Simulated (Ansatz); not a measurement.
Base system: MoS₂ in the 2H-MoS2 type structure (space group P6_3/mmc, No. 194; a = 3.109 Å, c = 11.709 Å; layered, stacked along the Cartesian z axis).

Computed with PBEsol-D3(BJ)/PAW in Ansatz (a quantum-chemistry and plane-wave program), no spin-orbit coupling.

One change was made to it. Results:

| quantity | base | after |
|---|---|---|
| band gap | 0.52 eV | zero |
| lattice parameter a | 3.109 Å | 2.775 Å |
| c/a ratio | 3.766 | 3.668 |

Problem. Which change produced these results?
A) pressure 75 GPa
B) pressure 15 GPa
C) pressure 30 GPa

Solution. A, pressure 75 GPa. For comparison, the lattice parameter a in the other runs: pressure 15 GPa gives 3.009 Å; pressure 30 GPa gives 2.935 Å.

The mesh was chosen for an insulator and is coarse for the gapless case. Load acts through the strain it causes; cell and atoms are relaxed under it. No phonon test of stability was made. Competing high-pressure phases were not computed. The final runs are not spin-polarised. A zero or small gap of MoS2 under pressure 15 GPa and MoS2 under pressure 30 GPa can be the functional's error rather than a property of the material.
